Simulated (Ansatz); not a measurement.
For SrMoO4 (I4₁/a, No. 88, 12 atoms in the cell; start mp-1179149), LDA (plane waves, PAW; Ansatz, a program for electronic structure) gives:

| Property | Value |
|---|---|
| lattice constant a | 5.317 Å |
| lattice parameter c | 11.640 Å |

### Question
What does r²SCAN+rVV10 (plane waves, PAW; Ansatz) give for the same quantities?

### Answer

- lattice constant a: 5.385 Å (increases by 1.3 %)
- lattice parameter c: 11.894 Å (goes up by 2.2 %)

Changes are worked out from the printed values.

Unless a cell is named, each level is at its own relaxed cell (LDA 13.71, r²SCAN+rVV10 14.37 Å³/atom).

Caveats: the relaxation could not lower the start's symmetry, so the cell can be a saddle point above a distorted one (LDA, r²SCAN+rVV10). Ansatz's density-functional and Hartree–Fock values are scalar-relativistic unless marked +SOC, with PAW data made under PBE.

A start named mp-… is a Materials Project structure, which need not be a measured phase.
